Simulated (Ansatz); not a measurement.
## Response to strain in GaN

Base system: GaN in the zinc blende structure (space group F-43m, No. 216; a = 4.4979 Å). Axes: x, y, z lie along the cube axes.

Strains are applied to the cell and any free atomic positions relax.

Calculations: r2SCAN (Ansatz, a quantum-chemistry and plane-wave program, PAW, scalar-relativistic without spin-orbit coupling).

Notes on the quantities. pressure: mean of the normal stresses, compression positive.

```csv
case,electron mass,pressure,volume per atom
base,0.17 mₑ (at Γ),0.00 GPa,11.37 Å³
uniaxial strain ε_zz = +0.50 %,0.17 mₑ (at Γ),…,11.43 Å³
uniaxial strain ε_zz = +1.00 %,0.17 mₑ (at Γ),-1.92 GPa,11.49 Å³
uniaxial strain ε_zz = +1.50 %,0.16 mₑ (at Γ),-2.85 GPa,11.55 Å³
uniaxial strain ε_zz = +2.00 %,0.16 mₑ (at Γ),-3.76 GPa,11.60 Å³
uniaxial strain ε_zz = +2.50 %,0.16 mₑ (at Γ),-4.64 GPa,11.66 Å³
uniaxial strain ε_zz = +3.00 %,0.16 mₑ (at Γ),…,11.72 Å³
```

What belongs in the blanks?


- uniaxial strain ε_zz = +0.50 %, pressure: -0.97 GPa
- uniaxial strain ε_zz = +3.00 %, pressure: -5.51 GPa

The levels and masses belong to the bands next to the band gap. Masses are band curvatures over ±0.01 Å⁻¹ around the edge. Whether these cells are dynamically stable was not tested. This is not the structure that GaN has at room temperature and ambient pressure.
